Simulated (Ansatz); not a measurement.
# BN: energy against strain

BN (zinc blende, F-43m, 5.860 Å³/atom at rest) under an equal strain ε in the (111) plane with the normal axis free, as in a coherent film. PBEsol in Ansatz, a plane-wave DFT program (PAW, default set), 420 eV, 16×16×16 Γ-centred mesh, Fermi-Dirac smearing 0.05 eV; ions are relaxed within the symmetry of each cell.

Here s stands for strain and y for E less E0.

```
strain (%)  E less E0 (meV/atom)
----------  --------------------
-1.25                       6.27
-0.83                       2.74
-0.42                       0.70
0.00                        0.00
0.42                        0.68
0.83                        2.62
1.25                        5.88
2.50                           ?
```

Q: Fit y against s with a parabola, and predict the withheld value at s = 2.50.

A: Least squares gives y = 0.003 - 0.1226·s + 3.8863·s². Residuals (row less fit): 0.041, -0.042, -0.040, -0.003, 0.043, 0.041, -0.042; standard error 0.051 (degrees of freedom: 4). Twice the quadratic coefficient over the volume, 2 × 3.8863 meV × 10⁴ × 0.1602 / 5.860 Å³, is twice the biaxial elastic modulus of this plane = 2125 ± 18 GPa. At the withheld row, y = 0.003 - 0.1226 × 2.50 + 3.8863 × 2.50² = 23.986 meV/atom. The calculation gives 22.77 meV/atom, 1.216 meV/atom below the prediction (5.3 % of the range of y in the table). The row lies outside the fitted rows, so this is an extrapolation. From the scatter of the fitted rows alone, a prediction at this place has a standard error of 0.195 meV/atom, so the miss is 6.2 times that.

One order more, fitted to all 13 runs of the series, follows each within 0.01, so the miss is the next term of a smooth law. Rows are the converged runs of the series near zero and its far end; series whose fitted rows scatter by over a few per cent of the range, as at a crossing or softening among them, aren't shown in this form. Most that stay on the fit to the last digits aren't either.
